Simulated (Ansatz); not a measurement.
The starting structures come from a database of crystals and need not be the phases stable at ambient conditions.

The decay constant κ of evanescent states in the gap governs leakage through a thin film.

Given:

```xyz
9
Lattice="5.8821 0.0000 0.0000 0.0000 14.6924 0.0000 1.5174 7.3462 2.5735" Properties=species:S:1:pos:R:3 pbc="T T T"
Cs     0.0000     4.9785     0.0000
Cs     0.0000     9.7139     0.0000
Ni     0.0000     0.0000     0.0000
Ni     2.9410     7.3462     0.0000
Ni     2.9410     0.0000     0.0000
S      4.4180    16.1085     0.8633
S      2.9815     5.9301     1.7102
S      2.9815     8.7623     1.7102
S      4.4180    13.2763     0.8633
```

Space group of this cell: Fmmm. The cell is taken as given; by r2SCAN its mean pressure is -0.7 GPa.

Transport runs along the normal of the first two printed cell vectors.

The gap is the functional's own. No spin-orbit coupling. Mid-gap values are interpolated on the energy grid.

### Question
Estimate the band gap and the smallest decay constant κ at mid-gap that Ansatz (a program for electronic structure) with r2SCAN returns for this system.

### Answer
Gap 1.18 eV on a 12×12×12 mesh; κ = 0.247 1/Å, at the zone centre.
